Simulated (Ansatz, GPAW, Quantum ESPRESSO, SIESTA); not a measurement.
One structure in several programs: NiBi (P6_3/mmc, 4 atoms in the cell)

Self-consistent single point.

```
NiBi
1.0
    4.06194     0.00000     0.00000
   -2.03097     3.51774     0.00000
    0.00000     0.00000     5.17249
Ni Bi
2 2
Cartesian
  0.00000   0.00000   2.58625
  0.00000   0.00000   0.00000
  0.00000   2.34516   1.29312
  2.03097   1.17258   3.87937
```

Shared settings, as Ansatz (a program for electronic structure) writes them: kpoints.mp_grid.grid = 10 10 7; scf.occupations.method = fermi_dirac; scf.occupations.width = 0.0073 Ry. Potentials and cutoffs stand in the table.

```tsv
code	model	pressure (GPa)	cutoff
Ansatz	PBEsol, PAW files made with PBE	2.33	30.9 Ry
Quantum ESPRESSO	PBEsol, PSlibrary PAW (PBE) pseudopotentials	2.18	50 Ry
SIESTA	GGA PBEsol, numerical atomic orbitals TZP, PseudoDojo PBEsol standard norm-conserving potentials (rewritten from UPF to PSML)	1.09	grid 400 Ry
GPAW	PBEsol, GPAW PAW datasets PBEsol (made by gpaw-setup)	2.40	850 eV
```

On Ansatz's run: spin-orbit coupling is off. Spin polarisation is off.

The spread over the programs that give each value: pressure within 1.31 GPa.

SIESTA uses small atom-centred bases, whose incompleteness enters pressures, forces and empty levels differently from a plane-wave cutoff. Ansatz's pressure is given at a fixed set of plane waves, as the other plane-wave codes print theirs; with its correction for the finite basis it is 2.36 GPa. In the pressure, SIESTA (by 1.23) lies more than 1 GPa from the median of the plane-wave programs.

The starting cell comes from a database of computed structures (which also holds hypothetical and non-ambient phases and stackings), without a prior relaxation at this level. Its lattice was rescaled by a random factor within 2.5 % of one.

Left out of this page: Elk and FLEUR (not drawn, or without a comparable value).

Keys are those of Ansatz 0.2.
